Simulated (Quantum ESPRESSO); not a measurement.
A self-consistent single point of CoGa (P1, 2 atoms in the cell) with Quantum ESPRESSO.

Computed with PBEsol, PSlibrary PAW (PBE) pseudopotentials (plane waves; Quantum ESPRESSO 7.5).

```
CELL_PARAMETERS angstrom
      2.88000     0.00000     0.00000
      0.00000     2.88000     0.00000
      0.00000     0.00000     2.88000
ATOMIC_POSITIONS crystal
  Ga 0.49682 0.53231 0.48832
  Co 0.00318 0.96769 0.01168
```

Reference input (self-consistent single point, DFT, PBE, plane waves, PSlibrary PAW (PBE) pseudopotentials): ecutwfc = 70 Ry; ecutrho = 420 Ry; occupations = smearing; smearing = gauss; degauss = 0.0073499 Ry; potentials = {Ga: Ga.pbe-dn-kjpaw_psl.1.0.0.UPF, Co: Co.pbe-n-kjpaw_psl.1.0.0.UPF}; K_POINTS = automatic 9 9 9 0 0 0; conv_thr = 1e-09 Ry; mixing_beta = 0.7. This run's input differs from it in these lines:

```diff
@@ -17,2 +17,3 @@
  degauss = 0.0073499,
+ input_dft = 'pbesol',
 /
```

Output, abridged:

```
     Self-consistent Calculation

     iteration #  1     ecut=    70.00 Ry     beta= 0.70

     total energy              =    -434.26567143 Ry
     estimated scf accuracy    <       0.46128194 Ry

     iteration #  2     ecut=    70.00 Ry     beta= 0.70

     total energy              =    -433.80625987 Ry
     estimated scf accuracy    <       7.89150467 Ry

     iteration #  3     ecut=    70.00 Ry     beta= 0.70

     total energy              =    -434.63741967 Ry
     estimated scf accuracy    <       0.01435649 Ry

   [... 7 blocks of this kind left out ...]

     iteration # 11     ecut=    70.00 Ry     beta= 0.70
     c_bands:  1 eigenvalues not converged

     total energy              =    -434.66276966 Ry
     estimated scf accuracy    <          5.9E-09 Ry

     iteration # 12     ecut=    70.00 Ry     beta= 0.70
     End of self-consistent calculation

     Number of k-points >= 100: set verbosity='high' to print the bands.

     the Fermi energy is    14.5620 ev

!    total energy              =    -434.66276966 Ry
     estimated scf accuracy    <          1.9E-10 Ry
     smearing contrib. (-TS)   =      -0.00043845 Ry
     internal energy E=F+TS    =    -434.66233121 Ry

     convergence has been achieved in  12 iterations

     Forces acting on atoms (cartesian axes, Ry/au):

     atom    1 type  1   force =     0.00497617   -0.04317582    0.01787085
     atom    2 type  2   force =    -0.00497617    0.04317582   -0.01787085

     Total force =     0.066457     Total SCF correction =     0.000012

          total   stress  (Ry/bohr**3)                   (kbar)     P=      -43.98
  -0.00024045  -0.00004285   0.00001749          -35.37       -6.30        2.57
  -0.00004285  -0.00039295  -0.00015449           -6.30      -57.80      -22.73
   0.00001749  -0.00015449  -0.00026343            2.57      -22.73      -38.75

   JOB DONE.
```

The run converged in 12 iterations. Against the reference run the pressure goes from 3.48 to -4.40 GPa and the largest force goes from 1.288 to 1.208 eV/Å.

The starting cell has typed, rounded lattice constants, without a prior relaxation at this level. Its atoms were displaced at random from the sites of space group no. 221. Spin polarisation is off. With a pressure of about -4 GPa the cell is away from its equilibrium volume at this level. Forces in this geometry exceed 1 eV/Å.

Cost on one core of a shared machine: roughly 2 min.
